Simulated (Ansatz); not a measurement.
Consider MoS2 in the 3R-MoS2 type structure (space group R3m, No. 160; a = 3.175 Å, c = 18.585 Å (hexagonal axes); layered, stacked along the Cartesian z axis).

Method: plane-wave PAW DFT at the r2SCAN+rVV10 level (Ansatz, a first-principles code, 500 eV), no SOC.

One change was made to it. Results:

| quantity | base | after |
|---|---|---|
| band gap | 1.02 eV | 1.00 eV |
| gap character | indirect, T → k = (0.167, -1/2, -0.167) in the run's primitive reciprocal basis | indirect, T → Γ–S₀ (56 % along) |
| hole mass | 0.85 mₑ along k, 0.69 mₑ across (at T) | 0.86 mₑ along k, 0.66 mₑ across (at T) |
| lattice parameter a | 3.175 Å | 3.173 Å |

Name the change that was made.
(A) pressure 10 GPa
(B) pressure 3 GPa
(C) pressure 0.3 GPa

C, pressure 0.3 GPa. For comparison, the band gap in the other runs: pressure 3 GPa gives 0.80 eV; pressure 10 GPa gives 0.49 eV.

Load acts through the strain it causes; cell and atoms are relaxed under it. Masses are band curvatures over ±0.01 Å⁻¹ around the edge. Along k means along the line from Γ to the band edge. Stability against distortions was not tested. Competing high-pressure phases were not computed.
